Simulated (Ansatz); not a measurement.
A periodic model of amorphous Si$_{24}$O$_{47}$F$_{2}$:

```xyz
73
Lattice="10.2511 0.0000 0.0000 0.0000 10.2511 0.0000 0.0000 0.0000 10.2511" Properties=species:S:1:pos:R:3 pbc="T T T"
Si     7.1985     4.2793     7.9686
Si     3.3594     6.8448     0.9445
Si     3.6668     1.4573     0.6643
Si    10.0056     3.2829     8.0825
Si     0.8105     8.0308     9.6073
Si    10.1796     0.9240     6.0900
Si     8.7258     6.8913     3.8006
Si     6.8103     1.9517     3.4195
Si     5.9437     6.8778     9.3515
Si     1.9632     4.4615     6.6633
Si     7.6801     9.6273     5.1853
Si     4.1585     5.8593     5.3747
Si     1.3796     6.7232     4.9245
Si     8.5832     7.3990     0.8702
Si     1.6964     2.3676     4.4271
Si     9.3060    10.1545     0.4914
Si     6.8634     4.5869     4.8764
Si     6.5036     0.7046     0.7463
Si     2.3948     3.9056     1.8284
Si     4.5268     9.3316     2.2817
Si     4.3049     0.9061     4.4467
Si     0.8316     2.0473     0.2714
Si     5.1355     8.4815     6.8350
Si     1.9827     8.9913     6.8897
O      4.5537     6.5077    10.1318
O      0.1165     6.8134     3.9024
O      8.8070     4.3790     8.2179
O      0.9590     5.5792     6.0130
O      5.1964     1.9942     3.6530
O      1.2126     4.0554     8.0548
O      3.6242     9.1507     6.9877
O      2.7582     1.1839     4.1487
O      1.5833     8.2196     5.5146
O      2.0660     3.0726     5.8363
O      8.4338     6.5153     2.2306
O      7.0642     1.8059     1.8236
O      2.8846     6.2580     4.3991
O      6.8800     4.0505     6.4065
O      0.1264     9.5271     9.6650
O      4.0241     7.8053     2.0932
O      5.9765     9.6106     1.5611
O      3.4733     0.1529     1.6388
O      4.6197     9.6417     3.8975
O     10.0271     2.2629     9.3293
O      6.3832     9.3101     6.1452
O      2.8229     5.4526     1.6090
O      8.1304     8.3349     4.2906
O      2.2896     1.4431    10.0125
O      0.3000     1.5241     4.5903
O      2.1013     7.6690     0.3017
O     10.2073     1.0498     1.2580
O      4.9609     7.1439     5.9342
O      7.3843     0.6583     4.2187
O      7.8437     0.3723    10.1050
O      5.6384     8.1204     8.3451
O      1.2309     0.2010     6.8125
O      5.1527     1.2719    10.2198
O      7.9419     5.7922     4.7157
O      1.8344     3.5645     3.3302
O      8.9090     8.9029     1.4621
O      7.3843     3.3851     3.9063
O      3.6395     2.9069     1.4413
O      8.9718    10.0824     6.0831
O      9.8316     7.0215    10.0883
O      6.4204     5.5812     8.5039
O      3.4875     5.0782     6.6840
O      1.1114     3.5220     0.8983
O      1.4113     8.0128     8.0861
O      9.6941     2.2944     6.8357
O      5.2938     5.0019     4.5567
O      7.1653     7.2952     0.0858
F      6.6558     3.0079     8.7510
F      4.6192     1.1233     5.9877
```

All values below come from PBE, scalar-relativistic without spin-orbit coupling (plane waves to 420 eV, PAW; Ansatz, a quantum-chemistry and plane-wave program).

A CHGNet melt-quench gave the starting glass, which DFT then relaxed. O and F atoms were pushed apart under 1.9 Å during the dynamics, to hinder bonds among them. It is the lowest in DFT energy of 2 quenches. It is a model cell: composition and starting density were chosen by hand, and all elements were melted together. No dispersion term was used. Its density started from a set value of 2.16 and ended at 2.26 g/cm³. The quench (nominally 150 K/ps over its main leg) was far faster than any real one, so the model tends to hold more defects than a real film. A cell of this size samples the disorder only roughly. The volume was free in the relaxation, at fixed shape. Stress components on the final sampling reach 3.0 GPa.

Cut-offs for bonds: Si-Si 2.60 Å, Si-O 1.90 Å, Si-F 2.02 Å, O-O 1.58 Å, O-F 1.48 Å, F-F 1.37 Å. Two cations that share two anions don't count as bonded, nor two that share one unless they lie closer than Si-Si 2.38 Å.

### Question
Give the coordination numbers, mean bond lengths and angles.

### Answer

```
Property                                                          Value
---------------------------------  ------------------------------------
Mean coordination of Si by anions                      4.00 (24 with 4)
Mean coordination of O                                 2.00 (47 with 2)
Mean coordination of F                                  1.00 (2 with 1)
Mean Si-O bond                     1.636 Å (spread 0.014 Å, 94 counted)
Mean Si-F bond                      1.588 Å (spread 0.000 Å, 2 counted)
Bond angle at Si                               mean 109.5°, spread 4.8°
Bond angle at O                               mean 138.4°, spread 14.2°
```

### Question
List the pairs of like atoms that count as bonded by the rules above.

### Answer
There are none by these rules.

### Question
What Bader charges do the atoms carry, from a run on the zone centre alone?

### Answer
Means (range): Si +3.28 e (+3.26 to +3.31), O -1.64 e (-1.66 to -1.62), F -0.85 e (-0.85 to -0.85).
```tsv
atom	charge (e)
Si1	+3.31
Si2	+3.30
Si3	+3.27
Si4	+3.28
Si5	+3.27
Si6	+3.27
Si7	+3.29
Si8	+3.29
Si9	+3.30
Si10	+3.27
Si11	+3.30
Si12	+3.27
Si13	+3.28
Si14	+3.27
Si15	+3.28
Si16	+3.26
Si17	+3.29
Si18	+3.27
Si19	+3.29
Si20	+3.27
Si21	+3.29
Si22	+3.27
Si23	+3.29
Si24	+3.28
O25	-1.65
O26	-1.64
O27	-1.64
O28	-1.64
O29	-1.65
O30	-1.63
O31	-1.64
O32	-1.64
O33	-1.65
O34	-1.65
O35	-1.63
O36	-1.64
O37	-1.63
O38	-1.65
O39	-1.64
O40	-1.64
O41	-1.64
O42	-1.65
O43	-1.64
O44	-1.64
O45	-1.63
O46	-1.64
O47	-1.65
O48	-1.63
O49	-1.63
O50	-1.65
O51	-1.62
O52	-1.65
O53	-1.66
O54	-1.62
O55	-1.64
O56	-1.63
O57	-1.62
O58	-1.64
O59	-1.65
O60	-1.64
O61	-1.64
O62	-1.64
O63	-1.64
O64	-1.63
O65	-1.65
O66	-1.64
O67	-1.64
O68	-1.64
O69	-1.64
O70	-1.63
O71	-1.65
F72	-0.85
F73	-0.85
```
